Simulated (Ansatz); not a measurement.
The starting structures come from a database of crystals and need not be the phases stable at ambient conditions.

By PBEsol, the system below comes out a metal.

The ballistic (Sharvin) conductance counts the channels at the Fermi level: G/A = (e²/h) × channels of both spins per area.

```
CELL_PARAMETERS angstrom
      5.02450     0.00000     0.00000
      2.51225     4.37960     0.00000
      2.51225     0.00000     4.30898
ATOMIC_POSITIONS crystal
  Ti 0.75000 0.50000 0.50000
  Ti 0.50000 0.00000 0.00000
  Ge 0.41737 0.50000 0.16526
  Ge 0.08263 0.50000 0.83474
  Ge 0.83263 0.00000 0.33474
  Ge 0.16737 0.00000 0.66526
```

Space group of this cell: Fddd. The cell is taken as given; by PBEsol its mean pressure is -2.3 GPa.

The current flows along the normal of the first two printed cell vectors. No spin-orbit coupling; the value is a mean over 0.1 eV about the Fermi level.

Estimate the ballistic conductance per area that PBEsol (Ansatz, a first-principles code) returns for this system.

0.51 × 10¹⁵ S/m² for both spins.
